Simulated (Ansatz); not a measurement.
# A computed series for Cr2N: response to strain

Consider Cr2N (space group P-31m, No. 162; a = 4.719 Å, c = 4.359 Å; non-magnetic). Axes: x lies along a and z along c of the hexagonal cell.

Strains are applied to the cell and any free atomic positions relax; under biaxial strain the out-of-plane vector relaxes too; under stress the whole cell relaxes.

The values are results of PBEsol in Ansatz (plane waves to 420 eV, PAW, no spin-orbit coupling), not measurements.

Notes on the quantities. pressure: mean of the normal stresses, compression positive.

```csv
variant,pressure,shortest interatomic distance
base,0.0 GPa,3.580 bohr
"biaxial strain +1.02 %, plane normal [001], relaxed out of plane",-2.8 GPa,3.593 bohr
"biaxial strain +2.38 %, plane normal [001], relaxed out of plane",-6.5 GPa,3.612 bohr
uniaxial strain ε_zz = −3.92 %,13.9 GPa,3.539 bohr
"uniaxial stress, 8 GPa tension along x",–,3.586 bohr
```

Without a gap, meshes like the base's 11×11×11 leave anisotropic stresses uncertain by several tenths of a GPa, and small strain energies with them. Stability under load was not tested beyond the relaxation. Seeded moments were not kept for the base. The final runs are not spin-polarised. An odd electron count without spin: Cr2N.

Ansatz is a program for electronic structure.
